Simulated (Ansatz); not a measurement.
Data:

```
InP
1.0
    4.17472     0.00000     0.00000
    0.00000     4.17472     0.00000
    2.08736     2.08736     2.95198
In P
1 1
Cartesian
  0.00000   0.00000   0.00000
  4.17472   2.08736   1.47599
```

Space group of this cell: F-43m, zinc blende. The cell is taken as given.

The current runs along the normal of the first two printed vectors, the (001) plane. All runs by Ansatz (a program for electronic structure), plane waves and PAW, without spin-orbit coupling; the base is r2SCAN.

```tsv
run	mean pressure (GPa)	gap (eV)	mid-gap κ (1/Å)
base	0.1	1.04	0.070
all lengths scaled by 0.98	4.9	1.39	0.092
all lengths scaled by 1.02	-3.5	0.69	0.048
lda in place of r2scan	-2.6	?	?
lengths across the current scaled by 0.98, ions clamped	3.1	?	?
lengths across the current scaled by 1.02, ions clamped	-2.4	0.74	0.052
lengths along the current scaled by 0.97, ions clamped	2.3	1.12	0.076
lengths along the current scaled by 1.03, ions clamped	-1.8	0.81	0.063
pbesol in place of r2scan	-0.8	?	?
```

Task: Complete the blanks.

Result: 
- lda in place of r2scan, gap (eV): 0.36
- lda in place of r2scan, mid-gap κ (1/Å): 0.026
- lengths across the current scaled by 0.98, ions clamped, gap (eV): 1.24
- lengths across the current scaled by 0.98, ions clamped, mid-gap κ (1/Å): 0.088
- pbesol in place of r2scan, gap (eV): 0.50
- pbesol in place of r2scan, mid-gap κ (1/Å): 0.036
